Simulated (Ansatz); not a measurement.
Worked calculations on one periodic cell of amorphous hafnium silicate (Hf14O35Si4): Hf14O35Si4, 53 atoms, volume 707.9 Å³, made by a melt-quench on the CHGNet potential and relaxed with DFT. O atoms were pushed apart under 1.9 Å during the dynamics, to hinder bonds among them. It is a model cell: composition and starting density were chosen by hand, and all elements were melted together. Cycles of charging were run to anneal it. Calculation: PBE, scalar-relativistic without spin-orbit coupling (plane waves to 420 eV, PAW; Ansatz, a program for electronic structure). Sampling: a 2×2×2 Γ-centred mesh; Fermi-Dirac width 0.02 eV; no spin polarisation. Its volume was held where the quench left it, its shape was held as a cube, and it stands at a mean pressure of 1.5 GPa with stress components up to 2.1 GPa; the relaxation ran on the zone centre alone. Its density went from a set 7.44 to 7.44 g/cm³. The cell is small and was quenched far faster than a real film, so it is one sample of the glass.

Question: Count formal charges (Hf +4, O -2, Si +4). What does the count lead one to expect at the Fermi level, and what does the calculation give?

Answer: 14 × (+4) + 35 × (-2) + 4 × (+4) = +2. 2 electrons are left on cation states, in cation-cation bonds, defect levels or the conduction band. On this mesh the highest filled and lowest empty level lie 0.80 eV apart, which parts defect or band states and needn't be the band gap.

Four energies for an added electron at PBE on the zone centre alone (charged cells in a uniform background, spin-polarised): neutral at the neutral geometry -242577.661 eV; charged at the neutral geometry -242564.020 eV; charged and relaxed -242564.377 eV; neutral at the charged geometry -242577.150 eV.

Question: Find the two relaxation energies and their sum, the reorganisation energy.

Answer: On charging: -242564.020 − (-242564.377) = 0.357 eV. On discharging: -242577.150 − (-242577.661) = 0.511 eV. The sum is 0.868 eV. The carrier's level spreads over 8 of the 53 atoms' worth, so it counts as partly localised, most on one Hf atom with neighbours O 1.94 Å, O 1.99 Å, O 2.05 Å, O 2.05 Å, O 2.46 Å (neutral geometry). The values are uncorrected: the image energy of a point charge in this cell, 2.84 × 14.40 / (2 × 8.9) = 2.3 eV before screening, is screened by electrons alone at the fixed geometry and by ions too after relaxing, and the carrier can be spread before it relaxes, so each term can be off by up to that value times 1/ε∞, some tenths of an eV. PBE's self-interaction favours spread-out carriers, so a hybrid can localise more.
